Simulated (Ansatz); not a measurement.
**Response to strain in WC**

The reference is WC (space group P-6m2, No. 187; a = 2.9127 Å, c = 2.8354 Å; relaxed with 0.1 eV smearing).

Strains are applied to the cell and any free atomic positions relax.

Calculations: r2SCAN (Ansatz, a first-principles code, PAW, without spin-orbit coupling).

Notes on the quantities. pressure: mean of the normal stresses, compression positive; energy relative to the base: free energy F.

| variant | pressure | energy relative to the base | shortest interatomic distance |
|---|---|---|---|
| base | 0.0 GPa | 0 meV/atom | 2.199 Å |
| isotropic strain +0.50 % | -5.9 GPa | +2.9 meV/atom | 2.210 Å |
| isotropic strain +1.00 % | -11.3 GPa | +11 meV/atom | 2.221 Å |
| isotropic strain +1.50 % | -16.5 GPa | +25 meV/atom | 2.232 Å |
| isotropic strain +2.00 % | -21.2 GPa | +44 meV/atom | 2.243 Å |
| isotropic strain +2.50 % | -25.6 GPa | +68 meV/atom | 2.254 Å |
| isotropic strain +3.00 % | -29.7 GPa | +97 meV/atom | 2.265 Å |

Stability against distortions was not tested. The final runs are not spin-polarised.
